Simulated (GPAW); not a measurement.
A self-consistent single point of LiMg (P1, 6 atoms in the cell) with GPAW.

Method of the run: PBEsol, GPAW PAW datasets PBEsol (made by gpaw-setup) (plane waves; GPAW 25.7.0).

The change in words: atoms moved at random. Reference geometry:
```xyz
6
Lattice="5.6163 -1.5737 0.0000 5.6163 1.5737 0.0000 -2.1549 0.0000 7.1012" Properties=species:S:1:pos:R:3 pbc="T T T"
Li     3.7667     0.0000     1.9674
Li     6.7738     0.0000     2.3763
Li    -0.7025     0.0000     4.3205
Mg     0.0090     0.0000     0.0630
Mg     2.3183     0.0000     4.6930
Mg     6.0666     0.0000     6.6998
```

Reference input (self-consistent single point, DFT PBEsol, plane waves, GPAW PAW datasets PBEsol (made by gpaw-setup)): mode = pw; ecut = 800 eV; xc = PBEsol; kpts = 7 7 3; mesh shift (steps) = 0 0 0; occupations.name = fermi-dirac; occupations.width = 0.136 eV; nbands = -12; convergence.density = 1e-05 e/electron; convergence.energy = 1e-05 eV/electron; symmetry.symmorphic = false; symmetry.tolerance = 0.0005. This run's input differs from it in these lines:

```diff
@@ -8,8 +8,8 @@
                     [-2.154947, 0.000000, 7.101187]],
-              scaled_positions=[[0.388490, 0.388490, 0.277050],
-                                [0.667240, 0.667240, 0.334630],
-                                [0.054180, 0.054180, 0.608420],
-                                [0.002500, 0.002500, 0.008870],
-                                [0.333180, 0.333180, 0.660880],
-                                [0.721090, 0.721090, 0.943480]],
+              scaled_positions=[[0.378557, 0.406503, 0.272996],
+                                [0.667633, 0.650599, 0.332062],
+                                [0.063644, 0.046807, 0.609422],
+                                [0.013288, -0.008526, 0.014690],
+                                [0.325678, 0.345067, 0.657257],
+                                [0.717881, 0.726230, 0.946902]],
               pbc=True)
```

The program printed (abridged):

```
     iter     time        total  log10-change:
                         energy   eigst   dens
iter:   1 --:--:--   -12.309697
iter:   2 --:--:--   -12.065336   -0.41  -1.19
iter:   3 --:--:--   -11.628678   -1.48  -1.28
iter:   4 --:--:--   -11.615260   -2.54  -1.57
iter:   5 --:--:--   -11.591380   -2.11  -1.61
iter:   6 --:--:--   -11.592226   -2.91  -2.01
iter:   7 --:--:--   -11.583500   -3.68  -2.17
iter:   8 --:--:--   -11.581438   -4.52  -2.60
iter:   9 --:--:--   -11.581268   -4.87  -2.74
iter:  10 --:--:--   -11.581203c  -5.60  -2.99
iter:  11 --:--:--   -11.580993c  -5.14  -3.05
iter:  12 --:--:--   -11.580988c  -6.28  -3.46
   [... lines left out ...]
iter:  14 --:--:--   -11.580928c  -6.88  -3.66
iter:  15 --:--:--   -11.580931c  -7.43c -3.80
iter:  16 --:--:--   -11.580951c  -6.56  -3.86
iter:  17 --:--:--   -11.580951c  -7.70c -4.26
iter:  18 --:--:--   -11.580952c  -8.12c -4.34
iter:  19 --:--:--   -11.580954c  -8.57c -4.51
iter:  20 --:--:--   -11.580954c  -8.75c -4.61
iter:  21 --:--:--   -11.580952c  -9.30c -4.74
iter:  22 --:--:--   -11.580951c  -9.62c -4.81
iter:  23 --:--:--   -11.580951c  -9.68c -4.86
iter:  24 --:--:--   -11.580951c  -9.92c -4.93
iter:  25 --:--:--   -11.580950c  -9.19c -4.97
iter:  26 --:--:--   -11.580951c -10.02c -5.20c
Converged after 26 iterations.

Dipole moment: (-1.611782, 0.543544, 2.744995) |e|*Ang

Energy contributions relative to reference atoms: (reference = -16916.163614)

Kinetic:         +2.481975
Potential:       +2.201267
External:        +0.000000
XC:             -16.059815
Entropy (-ST):   -0.162080
Local:           -0.123337
SIC:             +0.000000
--------------------------
Free energy:    -11.661991
Extrapolated:   -11.580951

Showing only first 2 kpts
 Kpt  Band  Eigenvalues  Occupancy
  0    14     -0.20422    2.00000
  0    15      0.82603    1.99974
  0    16      0.92320    1.99946
  0    17      1.62141    1.91249

  1    14      0.55508    1.99996
  1    15      0.80138    1.99978
  1    16      1.30626    1.99102
  1    17      2.09852    0.79121

Fermi level: 2.04088

No gap
   [... lines left out ...]
  0 Li   -0.16622   -0.06044    0.04071
  1 Li    0.21467    0.01617    0.11722
  2 Li   -0.02023    0.04491    0.01803
  3 Mg    0.03388    0.07840   -0.15090
  4 Mg   -0.04123   -0.06839    0.11952
  5 Mg   -0.02095   -0.01065   -0.14458

Stress tensor:
    -0.004103     0.000304    -0.000833
     0.000304     0.001186     0.000734
    -0.000833     0.000734     0.000523
Stress (GPa, Voigt): [-0.6574  0.1901  0.0838  0.1176 -0.1334  0.0487]
```

The run converged in 26 iterations. GPAW prints stress with tension positive. Against the reference run the free energy rises by 4.9 meV/atom, the pressure stays at 0.13 GPa and the largest force goes from 0.086 to 0.245 eV/Å.

The starting cell comes from a database of computed structures (which also holds hypothetical and non-ambient phases and stackings), without a prior relaxation at this level. For this run, on top of that: atoms moved at random.

Cost on one core of a shared machine: roughly 6 min.
